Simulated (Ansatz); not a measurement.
How a calculation on BaTiO₃ (P4mm, 5 atoms in the cell) responds to its settings

```xyz
5
Lattice="3.9561 0.0000 0.0000 0.0000 3.9561 0.0000 0.0000 0.0000 4.0674" Properties=species:S:1:pos:R:3 pbc="T T T"
Ba     1.9780     1.9780     2.3694
Ti     0.0000     0.0000     0.4069
O      0.0000     1.9780     0.2612
O      1.9780     0.0000     0.2612
O      0.0000     0.0000     2.2329
```

Base run A: PBE, PAW files (Ansatz, a program for electronic structure), self-consistent single point.

Its settings: kpoints.mp_grid.grid = 6 6 6; hamiltonian.xc = pbe; hamiltonian.pseudopotentials = {kind: paw} (the program's default PAW files); scf.occupations.method = fixed.

The starting cell comes from a database of computed structures (which also holds hypothetical and non-ambient phases and stackings), without a prior relaxation at this level. Its lattice was rescaled by a random factor within 2.5 % of one. In the base run, with a pressure of about 6 GPa the cell is away from its equilibrium volume at this level. Ansatz's pressure includes its estimate of the finite-basis (Pulay) stress.

A dash stands where there is no value to compare (another energy zero or no entropy term, no result, no spin, no clean gap, or a mesh too coarse for one). Absolute energies have different zeros for different potentials, functionals, Hubbard and dispersion terms and are not compared across them.

Runs:
- B: hamiltonian.hubbard.sites: default → [{species: Ti, l: d, u_eff: 1.0}] eV; hamiltonian.hubbard.projectors: default → ortho-atomic [PBE+U]
- C: hamiltonian.hubbard.sites: default → [{species: Ti, l: d, u_eff: 2.0}] eV; hamiltonian.hubbard.projectors: default → ortho-atomic [PBE+U]
- D: hamiltonian.hubbard.sites: default → [{species: Ti, l: d, u_eff: 3.0}] eV; hamiltonian.hubbard.projectors: default → ortho-atomic [PBE+U]
- E: hamiltonian.hubbard.sites: default → [{species: Ti, l: d, u_eff: 4.0}] eV; hamiltonian.hubbard.projectors: default → ortho-atomic [PBE+U]
- F: hamiltonian.hubbard.sites: default → [{species: Ti, l: d, u_eff: 5.0}] eV; hamiltonian.hubbard.projectors: default → ortho-atomic [PBE+U]
- G: hamiltonian.hubbard.sites: default → [{species: Ti, l: d, u_eff: 6.0}] eV; hamiltonian.hubbard.projectors: default → ortho-atomic [PBE+U]
- H: hamiltonian.hubbard.sites: default → [{species: Ti, l: d, u_eff: 7.0}] eV; hamiltonian.hubbard.projectors: default → ortho-atomic [PBE+U]
- I: hamiltonian.hubbard.sites: default → [{species: Ti, l: d, u_eff: 8.0}] eV; hamiltonian.hubbard.projectors: default → ortho-atomic [PBE+U]

| run | pressure (GPa) | largest force (eV/Å) | gap on the mesh (eV) | Hubbard energy (eV/atom) |
|---|---|---|---|---|
| A | 5.98 | 0.223 | 1.900 | – |
| B | 6.29 | 0.287 | 2.007 | 0.177 |
| C | 6.62 | 0.354 | 2.123 | 0.350 |
| D | 6.97 | 0.425 | 2.249 | 0.517 |
| E | 7.34 | 0.500 | 2.385 | 0.677 |
| F | 7.74 | 0.580 | 2.533 | 0.832 |
| G | 8.16 | 0.665 | 2.694 | 0.979 |
| H | 8.62 | 0.756 | 2.869 | 1.119 |
| I | 9.11 | 0.856 | 3.059 | 1.251 |

Run I against A: The pressure goes from 5.98 to 9.11 GPa, the largest force goes from 0.223 to 0.856 eV/Å and the gap on the mesh goes from 1.900 to 3.059 eV.

Run E against A: The pressure goes from 5.98 to 7.34 GPa, the largest force goes from 0.223 to 0.500 eV/Å and the gap on the mesh goes from 1.900 to 2.385 eV.

Run C against A: The pressure goes from 5.98 to 6.62 GPa, the largest force goes from 0.223 to 0.354 eV/Å and the gap on the mesh goes from 1.900 to 2.123 eV.

Keys are those of Ansatz 0.2.
